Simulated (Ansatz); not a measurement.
# Response to strain in InSb

The parent structure is InSb in the wurtzite structure (space group P6_3mc, No. 186; a = 4.624 Å, c = 7.614 Å; a cell from a computed database, its experimental status unchecked). Axes: x lies along a and z along c of the hexagonal cell.

Strains are applied to the cell and any free atomic positions relax; under biaxial strain the out-of-plane vector relaxes too; under stress the whole cell relaxes.

All numbers come from r2SCAN (Ansatz, a quantum-chemistry and plane-wave program; PAW; 500 eV plane waves; no spin-orbit coupling), earlier PAW set.

Notes on the quantities. band gap: uncertain: the Fermi level lies in a band; the base alone; pressure: mean of the normal stresses, compression positive.

| case | band gap | volume per atom | pressure |
|---|---|---|---|
| base | 0.05 eV | 35.24 Å³ | 0.0 GPa |
| biaxial strain −4.51 %, plane normal [001], relaxed out of plane | zero | 32.94 Å³ | 3.3 GPa |
| biaxial strain −4.22 %, plane normal [001], relaxed out of plane | zero | 33.08 Å³ | 3.1 GPa |
| biaxial strain −4.20 %, plane normal [001], relaxed out of plane | zero | 33.09 Å³ | 3.1 GPa |
| biaxial strain −2.14 %, plane normal [001], relaxed out of plane | 0.10 eV | 34.13 Å³ | 1.47 GPa |
| isotropic strain −3.94 % | 0.76 eV | 31.24 Å³ | 6.96 GPa |
| uniaxial stress, 8 GPa tension along z | zero | 39.02 Å³ | – |
| tensor shear ε_yz = −1.86 % | 0.10 eV | 35.23 Å³ | 0.01 GPa |
| tensor shear ε_xy = −1.93 % | zero | 35.23 Å³ | 0.0 GPa |

Spin-orbit coupling, missing from the scalar runs, can matter with Sb. Stability under load was not tested beyond the relaxation. The base started in Cmc2_1 and relaxed to P6_3mc at this level. All final runs are without spin polarisation. Gaps under 0.05 eV, about the width of the smearing, are given as zero. This is not the structure that InSb has at room temperature and ambient pressure. The zero or small gap of InSb can change with the level of theory.
